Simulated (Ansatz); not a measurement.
## A self-consistent single point of LiYb2Cl5 (C2/c, 16 atoms in the cell) with Ansatz

Level of theory: PBEsol, default PAW files made with PBE (plane waves; Ansatz, a quantum-chemistry and plane-wave program).

The input file:

Ansatz 0.2 input:
```yaml
# LiYb2Cl5
crystal:
  lattice:
    - [7.574297, -3.240276, 0.000000]
    - [7.574297, 3.240276, 0.000000]
    - [-0.670724, 0.000000, 7.036137]
  atoms:
    - { symbol: Li, position_ang: [3.787148, -1.620138, 0.000000] }
    - { symbol: Li, position_ang: [3.451786, 1.620138, 3.518069] }
    - { symbol: Yb, position_ang: [5.724610, -1.763877, 3.030957] }
    - { symbol: Yb, position_ang: [8.753260, 1.763877, 4.005180] }
    - { symbol: Yb, position_ang: [9.088622, -1.763877, 0.487112] }
    - { symbol: Yb, position_ang: [5.389248, 1.763877, 6.549025] }
    - { symbol: Cl, position_ang: [5.815142, 0.761918, 4.056544] }
    - { symbol: Cl, position_ang: [8.662728, -0.761918, 2.979593] }
    - { symbol: Cl, position_ang: [8.327366, 0.761918, 6.497661] }
    - { symbol: Cl, position_ang: [6.150504, -0.761918, 0.538476] }
    - { symbol: Cl, position_ang: [7.071254, -2.823382, 5.277103] }
    - { symbol: Cl, position_ang: [7.406616, 2.823382, 1.759034] }
    - { symbol: Cl, position_ang: [11.377342, 0.474182, 4.800897] }
    - { symbol: Cl, position_ang: [3.100528, -0.474182, 2.235240] }
    - { symbol: Cl, position_ang: [2.765166, 0.474182, 5.753309] }
    - { symbol: Cl, position_ang: [11.712704, -0.474182, 1.282828] }
kpoints:
  mp_grid: { grid: [5, 5, 4] }
hamiltonian:
  xc: pbesol
  pseudopotentials: { kind: paw }
scf:
  occupations: { method: fermi_dirac, width: 0.0037 Ry }
output:
  forces: true
  eigenvalues: true
  stress: true
```

Log, with long lists cut:

```
WARN the atoms were moved onto the symmetric positions of the space group found under crystal.symmetry.tolerance 1.0e-5 (fractional …
WARN basis.ecutwfc = 420 eV, the default
WARN ansatz: RAYON_NUM_THREADS=1 ignored (pool sized by the plan → 1); use --threads N
Pseudopotentials: kind: paw
Pseudopotential: Li, paw, valence charge 3
Pseudopotential: Yb, paw, valence charge 24
Pseudopotential: Cl, paw, valence charge 7
Crystal: 16 atoms, lattice volume = 345.373 Å³
Basis set: ecut = 420 eV, 6719 PW (Γ), exchange–correlation on 120×120×96 points (8 copies of the dense FFT grid, shifted against one another)
Bands: 104, of which v1, the nominal top of the filled ones, is band 86 counted from 1 (85 counted from 0)
Symmetry: 4 space group operations
Space group: C2/c (ITA 15), of the structure as read, at distance tolerance 7.0e-5 Å
k-points: 33 of 100
PAW frozen core: Yb, regenerated for the run's functional, and the local potential with it
PAW frozen core: Cl, regenerated for the run's functional, and the local potential with it
Initial density: superposition of atomic densities (neutral atoms: chi_scale 0, normalization atom), corrected by the library's trained network
Initial wavefunctions: pseudopotential atomic-orbital guess
Eigensolver: davidson
Functional: x = pbesol(κ = 0.804, μ = 0.12345679012345678), c = pbesol(β = 0.046)
SCF iter   1: F=—  HF=-65754.554006 eV  |F-HF|=—  |Δ(HF+E_count)|=         —  Δρ=5.69e-3  dr2=1.36e-1  ethr=1.77e-3  ⟨swp⟩=8.2  Hψ=15210  notcnv=0  defer=12
all-band conjugate gradients solve this SCF's bands
preconditioner: auto → Resta (q_TF=auto, 2.429 Å⁻¹)
SCF iter   2: F=—  HF=-65754.490522 eV  |F-HF|=—  |Δ(HF+E_count)|=   6.35e-2  Δρ=2.64e-3  dr2=2.43e-2  ethr=7.93e-5  ⟨swp⟩=2.4  Hψ=7149  notcnv=0  defer=313
SCF iter   3: F=—  HF=-65754.491956 eV  |F-HF|=—  |Δ(HF+E_count)|=   1.43e-3  Δρ=3.06e-3  dr2=2.69e-2  ethr=1.41e-5  ⟨swp⟩=2.8  Hψ=6761  notcnv=0  defer=313  recentre
SCF iter   4: F=—  HF=-65754.477032 eV  |F-HF|=—  |Δ(HF+E_count)|=   1.49e-2  Δρ=7.22e-4  dr2=1.12e-3  ethr=1.41e-5  ⟨swp⟩=2.1  Hψ=6202  notcnv=0  defer=313
SCF iter   5: F=—  HF=-65754.477185 eV  |F-HF|=—  |Δ(HF+E_count)|=   1.53e-4  Δρ=1.05e-4  dr2=4.95e-5  ethr=6.53e-7  ⟨swp⟩=2.7  Hψ=6404  notcnv=0  defer=305
SCF iter   6: F=—  HF=-65754.477396 eV  |F-HF|=—  |Δ(HF+E_count)|=   2.11e-4  Δρ=3.93e-5  dr2=6.50e-6  ethr=2.88e-8  ⟨swp⟩=2.0  Hψ=5574  notcnv=0  defer=305
SCF iter   7: F=—  HF=-65754.477401 eV  |F-HF|=—  |Δ(HF+E_count)|=   5.01e-6  Δρ=1.84e-5  dr2=1.47e-6  ethr=3.78e-9  ⟨swp⟩=2.0  Hψ=5965  notcnv=0  defer=305
SCF iter   8: F=—  HF=-65754.477401 eV  |F-HF|=—  |Δ(HF+E_count)|=   5.27e-7  Δρ=6.29e-6  dr2=1.57e-7  ethr=8.54e-10  ⟨swp⟩=2.0  Hψ=5488  notcnv=0  defer=305
SCF iter   9: F=-65754.477401 eV  HF=-65754.477401 eV  |F-HF|=5.09e-9  |Δ(HF+E_count)|=   1.67e-8  Δρ=2.67e-6  dr2=3.21e-8  ethr=5.81e-11  ⟨swp⟩=13.5  Hψ=22405  notcnv=0
SCF 1 converged in 9 iterations: F = -65754.477401 eV  dr2 = 3.21e-8
SCF converged after 9 iterations
Free energy (F): -65754.477401 eV
Harris-Foulkes:  -65754.477401 eV  (|F-HF|=5.09e-9)
Internal energy: -65754.477379 eV  (E = F + TS)
E sigma→0 (E₀):  -65754.477390 eV
Entropy (-TS):   -0.000022 eV (-0.001 meV/atom)
Fermi energy:    10.108320 eV
--- Per-component energies (eV) ---
  E_band       = -257.229469
  E_kinetic    = 3065.398603
  E_local      = -30377.763193  (includes V_loc(G=0)·N_el)
  E_nonlocal   = 2497.372009
  E_hartree    = 13098.709562
  E_xc         = -1727.738485
  E_vxc        = -2050.866828  (∫ρ·V_xc dr)
  E_paw        = -35436.563083  (= ΣΔE_a)
  E_vpaw       = 411.191738  (= ΣTr[D̂ρ^β])
  E_aug_tail   = 0.000968  (compensation charges beyond the density's cutoff)
  E_ewald      = -16879.194858
  E_core_change = 5.301097  (= ΣΔE_core)
  E_smearing   = -0.000022  (= −TS)
  E_closure    = -0.000000  (closes the sum)
  Σ components = -65754.477401   (vs F -65754.477401, Δ=0.00e0)
--- Forces (eV/Å), atoms counted from 1 ---
  atom   1  Li    -0.00000000     0.00000000     0.00000000
  atom   2  Li    -0.00000000     0.00000000     0.00000000
  atom   3  Yb     0.01004396    -0.02388979     0.01650483
  atom   4  Yb    -0.01004396     0.02388979    -0.01650483
  atom   5  Yb    -0.01004396    -0.02388979    -0.01650483
  atom   6  Yb     0.01004396     0.02388979     0.01650483
  atom   7  Cl    -0.00849836     0.01096213    -0.02763060
  atom   8  Cl     0.00849836    -0.01096213     0.02763060
  atom   9  Cl     0.00849836     0.01096213     0.02763060
  atom  10  Cl    -0.00849836    -0.01096213    -0.02763060
  atom  11  Cl     0.00000000     0.01382827     0.00000000
  atom  12  Cl     0.00000000    -0.01382827     0.00000000
  atom  13  Cl    -0.01640173    -0.00808486     0.00201793
  atom  14  Cl     0.01640173     0.00808486    -0.00201793
  atom  15  Cl     0.01640173    -0.00808486    -0.00201793
  atom  16  Cl    -0.01640173     0.00808486     0.00201793
  max |Σ_I F_I| component: 1.73e-18 eV/Å
--- Stress (GPa, compression-positive) ---
       -1.190377       0.000000       0.000653
        0.000000      -1.057490       0.000000
        0.000653       0.000000      -0.913977
  P = ⅓ Tr σ = -1.0539 GPa (-10.539 kbar)
  The stress holds the Pulay correction. Without it, at fixed plane waves, as pw.x and ABINIT print it: P = -1.0873 GPa
--- Band table (eV; the first three rows and the last of 33) ---
  k-point 0: bands = ["-42.2780", "-42.2771", "-42.2771", "-42.2769", "-37.7239", "-37.7238", "-14.9157", "-14.9141", "-14.8953", "-14.8780", "-14.8738", "-14.8582", "-14.8416", "-14.8408", "-14.8395", "-14.8367", "-14.8343", "-14.8062", "-8.5183", [...]
  k-point 1: bands = ["-42.2779", "-42.2773", "-42.2770", "-42.2769", "-37.7239", "-37.7238", "-14.9092", "-14.9068", "-14.8909", "-14.8744", "-14.8684", "-14.8642", "-14.8510", "-14.8487", "-14.8445", "-14.8440", "-14.8246", "-14.8093", "-8.4340", [...]
  k-point 2: bands = ["-42.2777", "-42.2777", "-42.2769", "-42.2769", "-37.7239", "-37.7239", "-14.8992", "-14.8992", "-14.8787", "-14.8787", "-14.8626", "-14.8626", "-14.8568", "-14.8568", "-14.8559", "-14.8559", "-14.8157", "-14.8157", "-8.2209", [...]
  k-point 32: bands = ["-42.2776", "-42.2776", "-42.2770", "-42.2770", "-37.7239", "-37.7239", "-14.9079", "-14.9079", "-14.8887", "-14.8887", "-14.8583", "-14.8583", "-14.8493", "-14.8493", "-14.8438", "-14.8438", "-14.8219", "-14.8219", "-8.0563", [...]
```

The run converged in 9 iterations.

The starting cell comes from a database of computed structures (which also holds hypothetical and non-ambient phases and stackings), without a prior relaxation at this level. Its lattice was rescaled by a random factor within 2.5 % of one. Spin-orbit coupling is off. The f electrons are in the valence without U or exact exchange, which can misplace them near the Fermi level. Spin-orbit terms, which matter for f shells, are left out. Ansatz's pressure includes its estimate of the finite-basis (Pulay) stress.

Cost on one core of a shared machine: roughly 80 s.
